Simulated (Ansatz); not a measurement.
Defect migration in fcc Al: Sc-vacancy pair (Sc on one host Al site, one Al site vacant), neutral cell. Calculation: PBE, PAW (plane waves to 420 eV; Ansatz, a program for electronic structure).

32-site cell at the relaxed PBE lattice, a 4×4×4 k-point mesh shifted by half a step, smearing 0.10 eV, spin-restricted, no finite-size correction. Static, classical nuclei. Forms of the defect that were not tried may lie lower.

Barriers: single points on a 6×6×6 k-point mesh shifted by half a step at the bands' geometries.

The step: a nearby Al atom hops onto the vacant site (Sc-vacancy distance between ideal sites 4.04 → 4.95 Å). Atoms about the jump, Cartesian Å from the middle of the jump, before and after:

```csv
atom,x0,y0,z0,x1,y1,z1
Al1,-1.00,0.00,1.01,1.00,0.00,-1.01
Al2,1.02,1.96,0.99,0.99,1.96,1.03
Al3,-0.98,1.96,-1.02,-1.03,1.97,-0.98
Al4,1.02,-1.96,0.99,0.99,-1.96,1.03
Al5,-0.98,-1.96,-1.02,-1.03,-1.97,-0.98
Al6,1.02,0.00,3.02,0.98,0.00,2.98
Al7,-3.02,0.00,-1.02,-2.99,0.00,-0.98
Al8,3.04,0.00,1.01,3.05,0.00,1.01
Al9,-1.00,0.00,-3.04,-1.01,0.00,-3.05
Sc10,1.02,4.04,-1.02,1.00,4.04,-1.00
```

Q: Where do these atoms stand at the saddle point, and how high is it?

A: 
| atom | x | y | z |
|---|---|---|---|
| Al1 | 0.05 | 0.00 | -0.04 |
| Al2 | 1.06 | 2.15 | 1.08 |
| Al3 | -1.07 | 2.15 | -1.06 |
| Al4 | 1.06 | -2.14 | 1.09 |
| Al5 | -1.08 | -2.14 | -1.06 |
| Al6 | 0.96 | 0.00 | 2.94 |
| Al7 | -2.94 | 0.00 | -0.96 |
| Al8 | 3.01 | 0.00 | 1.01 |
| Al9 | -1.00 | 0.00 | -3.00 |
| Sc10 | 1.07 | 4.04 | -1.07 |
It lies 0.71 eV above the start and 0.57 eV above the end. The saddle point's order was not checked, and it lies on a symmetry element of the cell, where a band can be held.
